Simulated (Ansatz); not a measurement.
The starting structures come from a database of crystals and need not be the phases stable at ambient conditions.

 Where the default PAW files enter, the runs use the earlier of Ansatz's two default sets.

The decay constant κ of evanescent states in the gap governs leakage through a thin film.

Input:

```yaml
crystal:
  lattice:
    - [5.60900, 0.00000, 0.00000]
    - [-1.72816, 5.49428, 0.00000]
    - [0.52555, 1.18210, 6.70874]
  atoms:
    - { symbol: In, position: [0.36790, 0.27140, 0.21870] }
    - { symbol: In, position: [0.63210, 0.72860, 0.78130] }
    - { symbol: H, position: [0.11580, 0.63830, 0.26240] }
    - { symbol: H, position: [0.88420, 0.36170, 0.73760] }
    - { symbol: H, position: [0.92960, 0.37850, 0.22100] }
    - { symbol: H, position: [0.07040, 0.62150, 0.77900] }
    - { symbol: As, position: [0.26160, 0.12130, 0.74080] }
    - { symbol: As, position: [0.73840, 0.87870, 0.25920] }
    - { symbol: O, position: [0.35590, 0.34960, 0.88940] }
    - { symbol: O, position: [0.64410, 0.65040, 0.11060] }
    - { symbol: O, position: [0.31060, 0.85360, 0.85200] }
    - { symbol: O, position: [0.68940, 0.14640, 0.14800] }
    - { symbol: O, position: [0.44640, 0.23800, 0.51900] }
    - { symbol: O, position: [0.55360, 0.76200, 0.48100] }
    - { symbol: O, position: [0.94320, 0.07090, 0.73810] }
    - { symbol: O, position: [0.05680, 0.92910, 0.26190] }
    - { symbol: O, position: [0.08700, 0.45670, 0.27700] }
    - { symbol: O, position: [0.91300, 0.54330, 0.72300] }
```

Space group of this cell: P-1. The cell is taken as given; by PBEsol its mean pressure is -5.1 GPa.

Transport runs along the normal of the first two printed cell vectors.

The gap is the functional's own. No spin-orbit coupling. Mid-gap values are interpolated on the energy grid.

Question: Estimate the band gap and the smallest decay constant κ at mid-gap that PBEsol (Ansatz, an electronic-structure program) returns for this system.

Answer: Gap 2.04 eV on a 6×6×6 mesh; κ = 0.274 1/Å, at the zone centre.
